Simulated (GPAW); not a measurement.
GPAW run on Rb3Ba (I4/mmm, 4 atoms in the cell): self-consistent single point.

Level of theory: PBEsol, GPAW PAW datasets PBEsol (made by gpaw-setup) (plane waves; GPAW 25.7.0).

The change in words: lattice scaled by 0.98. Reference geometry:
```
Rb3Ba
1.0
   -3.38259     3.38259     7.39567
    3.38259    -3.38259     7.39567
    3.38259     3.38259    -7.39567
Rb Ba
3 1
Cartesian
  0.00000   3.38259   3.69784
  3.38259   0.00000   3.69784
  0.00000   0.00000   7.39567
  0.00000   0.00000   0.00000
```

Reference input (self-consistent single point, DFT PBEsol, plane waves, GPAW PAW datasets PBEsol (made by gpaw-setup)): mode = pw; ecut = 550 eV; xc = PBEsol; kpts = 5 5 5; mesh shift (steps) = 0 0 0; occupations.name = fermi-dirac; occupations.width = 0.1 eV; nbands = -8; convergence.density = 1e-05 e/electron; symmetry.symmorphic = false; symmetry.tolerance = 0.0005; maxiter = 100. This run's input differs from it in these lines:

```diff
@@ -5,5 +5,5 @@
 atoms = Atoms(['Rb', 'Rb', 'Rb', 'Ba'],
-              cell=[[-3.382586, 3.382586, 7.395675],
-                    [3.382586, -3.382586, 7.395675],
-                    [3.382586, 3.382586, -7.395675]],
+              cell=[[-3.314934, 3.314934, 7.247761],
+                    [3.314934, -3.314934, 7.247761],
+                    [3.314934, 3.314934, -7.247761]],
               scaled_positions=[[0.750000, 0.250000, 0.500000],
```

The program printed (abridged):

```
     iter     time        total  log10-change:
                         energy   eigst   dens
iter:   1 --:--:--    -5.064401
iter:   2 --:--:--    -5.060249   -1.68  -1.25
iter:   3 --:--:--    -4.501040   -1.64  -1.30
iter:   4 --:--:--    -4.501237   -2.40  -1.79
iter:   5 --:--:--    -4.496670c  -3.53  -1.90
iter:   6 --:--:--    -4.502843c  -3.26  -1.97
iter:   7 --:--:--    -4.501491c  -4.45  -2.16
iter:   8 --:--:--    -4.497730c  -4.85  -2.17
iter:   9 --:--:--    -4.495205c  -4.18  -2.32
   [... 5 lines left out ...]
iter:  15 --:--:--    -4.495103c  -6.02  -3.30
iter:  16 --:--:--    -4.495114c  -7.00  -3.52
iter:  17 --:--:--    -4.495148c  -6.76  -3.54
iter:  18 --:--:--    -4.495204c  -6.71  -3.85
iter:  19 --:--:--    -4.495187c  -7.79c -4.15
iter:  20 --:--:--    -4.495189c  -8.03c -4.17
iter:  21 --:--:--    -4.495216c  -7.51c -4.21
iter:  22 --:--:--    -4.495193c  -7.91c -4.46
iter:  23 --:--:--    -4.495201c  -9.04c -4.69
iter:  24 --:--:--    -4.495204c  -9.16c -4.81
iter:  25 --:--:--    -4.495198c  -8.91c -4.88
iter:  26 --:--:--    -4.495200c -10.07c -5.12c
Converged after 26 iterations.

Dipole moment: (0.000000, 0.000000, -0.000000) |e|*Ang

Energy contributions relative to reference atoms: (reference = -464349.523186)

Kinetic:         +3.492898
Potential:       -1.165746
External:        +0.000000
XC:              -6.637773
Entropy (-ST):   -0.171427
Local:           -0.098866
SIC:             +0.000000
--------------------------
Free energy:     -4.580914
Extrapolated:    -4.495200

Showing only first 2 kpts
 Kpt  Band  Eigenvalues  Occupancy
  0    16     -0.24421    2.00000
  0    17      1.98752    1.12812
  0    18      2.27254    0.13923
  0    19      2.85863    0.00043

  1    16      0.11090    2.00000
  1    17      2.27525    0.13577
  1    18      2.39459    0.04321
  1    19      2.40862    0.03766

Fermi level: 2.01328

No gap
No difference between direct/indirect transitions
Energy (eV): -4.4952

Forces in eV/Ang:
  0 Rb    0.00000    0.00000    0.00000
  1 Rb    0.00000    0.00000    0.00000
  2 Rb    0.00000    0.00000    0.00000
  3 Ba    0.00000    0.00000    0.00000

Stress tensor:
     0.000337     0.000000     0.000000
     0.000000     0.000337     0.000000
     0.000000     0.000000     0.000623
Stress (GPa, Voigt): [0.054  0.054  0.0999 0.     0.     0.    ]
```

The run converged in 26 iterations. GPAW prints stress with tension positive. Against the reference run the free energy drops by 5.3 meV/atom and the pressure goes from -0.27 to -0.07 GPa.

The starting cell comes from a database of computed structures (which also holds hypothetical and non-ambient phases and stackings), without a prior relaxation at this level. Its lattice was rescaled by a random factor within 2.5 % of one. For this run, on top of that: lattice scaled by 0.98.

Cost on one core of a shared machine: roughly 90 s.
